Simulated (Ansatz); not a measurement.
**Effect of tensor shear ε_yz = −3.66 % on BP**

Consider BP in the zinc blende structure (space group F-43m, No. 216; a = 4.536 Å). Axes: x, y, z lie along the cube axes.

One thing is altered: a pure shear with ε_yz = ε_zy = -0.0366; the atoms relax in the strained cell.

Method: r2SCAN/PAW in Ansatz (a quantum-chemistry and plane-wave program), spin-orbit coupling left out, earlier PAW set. k-mesh 12×12×12 (Γ-centred); smearing 0.05 eV (Fermi–Dirac).

* **Volume per atom**: 11.65 Å³ (base 11.67 Å³)
* **Space group**: Imm2 (No. 44) (base F-43m (No. 216))
* **Shortest interatomic distance**: 193.2 pm (base 196.4 pm)
* **Energy relative to the base (free energy F)**: +39 meV/atom
* **Band gap**: 0.55 eV (base 1.41 eV)
* **Gap character**: indirect, Γ → X
* **Smallest direct gap**: 2.64 eV (base 3.60 eV)
* **Valence-band top at Γ (three highest levels, from the VBM)**: 0.00, -0.41, -0.63 eV (base 0.00, 0.00, 0.00 eV)
* **Valley order (the lowest conduction-band minima on the path, energy above the VBM, named in the base's zone)**: X along [100] 0.55 eV; a point along [001], about 1.2 Å⁻¹ from Γ 1.07 eV (base a point along ⟨100⟩, about 1.2 Å⁻¹ from Γ 1.41 eV)
* **Largest internal atomic displacement**: 0.013 Å
* **Stress (xx, yy, zz, yz, xz, xy; compression positive)**: (-0.10, 1.12, 1.12, 14.51, 0.00, 0.00) GPa

Whether these cells are dynamically stable was not tested. Labels are those of the standard path for the cell's own space group.
